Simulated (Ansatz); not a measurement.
**Pressure series in SiSe2**

Base system: SiSe$_{2}$ (space group Ibam, No. 72; a = 6.301 Å, b = 9.302 Å, c = 5.856 Å; made of chains).

Cell and atoms are relaxed at each pressure.

Calculations: PBEsol, PAW, 420 eV (Ansatz, a program for electronic structure; no spin-orbit coupling).

Notes on the quantities. enthalpy: H = E + PV relative to the base's energy.

```
change             band gap  shortest interatomic distance     density       enthalpy
-----------------  --------  -----------------------------  ----------  -------------
base                1.65 eV                        2.289 Å  3.60 g/cm³              –
pressure 0.9 GPa    1.40 eV                        2.286 Å  3.95 g/cm³  +0.15 eV/atom
pressure 2.1 GPa    1.23 eV                        2.282 Å  4.22 g/cm³  +0.34 eV/atom
pressure 4.5 GPa    1.01 eV                        2.274 Å  4.57 g/cm³  +0.69 eV/atom
pressure 9 GPa      0.64 eV                        2.263 Å  5.01 g/cm³  +1.29 eV/atom
pressure 15 GPa     0.46 eV                        2.251 Å  5.46 g/cm³  +2.03 eV/atom
pressure 22.5 GPa      zero                        2.241 Å  5.90 g/cm³  +2.88 eV/atom
pressure 30 GPa        zero                        2.248 Å  6.39 g/cm³  +3.66 eV/atom
```

A case with no gap was solved on a k-mesh chosen for an insulator, which is coarse for it. Load acts through the strain it causes; cell and atoms are relaxed under it. Stability against distortions was not tested. No other phases were tried under pressure. All final runs are without spin polarisation. No dispersion term is included in the PBEsol runs. Gaps under 0.05 eV, about the width of the smearing, are given as zero. The zero or small gap of SiSe2 under pressure 22.5 GPa and SiSe2 under pressure 30 GPa can change with the level of theory.
